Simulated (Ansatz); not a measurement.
Take La (space group P6_3/mmc, No. 194; a = 3.769 Å, c = 12.114 Å; relaxed with 0.1 eV smearing) as the base.

(Cell as relaxed with PBE.)

Levels (all Ansatz, a program for electronic structure, PAW): PBE (420 eV, scalar-relativistic without spin-orbit coupling); r2SCAN (500 eV, no spin-orbit coupling).

Each level relaxes its own structure.

| base | PBE | r2SCAN |
|---|---|---|
| volume per atom | 37.27 Å³ | 37.40 Å³ |
| lattice parameter a | 3.769 Å | 3.784 Å |
| band gap | zero | zero |

It is then changed as follows: every lattice vector is stretched by 1.24 %; the atoms relax in the strained cell.

```json
[
 {"quantity": "pressure (mean of the normal stresses, compression positive)", "PBE": "-0.9 GPa", "r2SCAN": "(withheld)"},
 {"quantity": "energy relative to the base (free energy F)", "PBE": "+4.0 meV/atom", "r2SCAN": "(withheld)"},
 {"quantity": "band gap", "PBE": "zero", "r2SCAN": "(withheld)"}
]
```

Question: Given the PBE results, estimate those of r2SCAN.

Answer: 
- pressure (mean of the normal stresses, compression positive), r2SCAN: -0.8 GPa
- energy relative to the base (free energy F), r2SCAN: +3.7 meV/atom
- band gap, r2SCAN: zero

The two agree on the band gap. Neither level is exact; r2SCAN is the comparison here, not a measurement.

No phonon test of stability was made.
